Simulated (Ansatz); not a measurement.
Amorphous cells of 8 compositions: the gap between the highest filled and lowest empty level at the zone centre, by PBE and by a single point of r2SCAN on the same geometry (PBE, scalar-relativistic without spin-orbit coupling (plane waves to 420 eV, PAW; Ansatz, a program for electronic structure); r2SCAN at 500 eV). The networks come from melt-quench runs on the CHGNet potential at compositions and starting densities chosen by hand, with anions pushed apart in the CHGNet dynamics, and DFT then relaxed them. The cells are small and were quenched far faster than real films, so single cells scatter. Defect or tail levels can set these gaps. The rows are the first to finish with both values and no moments.

```json
[
 {"cell": "A (Si24O50Sn, 2.34 g/cm3)", "PBE gap x (eV)": "3.40", "r2SCAN gap y (eV)": "4.00"},
 {"cell": "B (Si24O49Li2, 2.20 g/cm3)", "PBE gap x (eV)": "3.49", "r2SCAN gap y (eV)": "4.12"},
 {"cell": "C (Si24O49Na2, 2.28 g/cm3)", "PBE gap x (eV)": "4.15", "r2SCAN gap y (eV)": "withheld"},
 {"cell": "D (Si24O50Ti, 2.24 g/cm3)", "PBE gap x (eV)": "4.33", "r2SCAN gap y (eV)": "4.79"},
 {"cell": "E (Si24O50Ge, 2.21 g/cm3)", "PBE gap x (eV)": "4.64", "r2SCAN gap y (eV)": "5.30"},
 {"cell": "F (Si24O49Mg, 2.22 g/cm3)", "PBE gap x (eV)": "4.66", "r2SCAN gap y (eV)": "5.32"},
 {"cell": "G (Si24O49Zn, 2.27 g/cm3)", "PBE gap x (eV)": "4.80", "r2SCAN gap y (eV)": "5.40"},
 {"cell": "H (Si24O50Hf, 2.49 g/cm3)", "PBE gap x (eV)": "5.03", "r2SCAN gap y (eV)": "5.71"}
]
```

Task: Fit a straight line through the 7 full rows and predict the withheld value for C (Si24O49Na2, 2.28 g/cm3).

Result: Means: x = 4.336, y = 4.949. Slope = Σ(Δx Δy) / Σ(Δx²) = 2.555 / 2.486 = 1.03; the r.m.s. residual is 0.067. Prediction: 4.949 + 1.03 × (4.15 − 4.336) = 4.76. The run gave 4.79, 0.03 above the line.
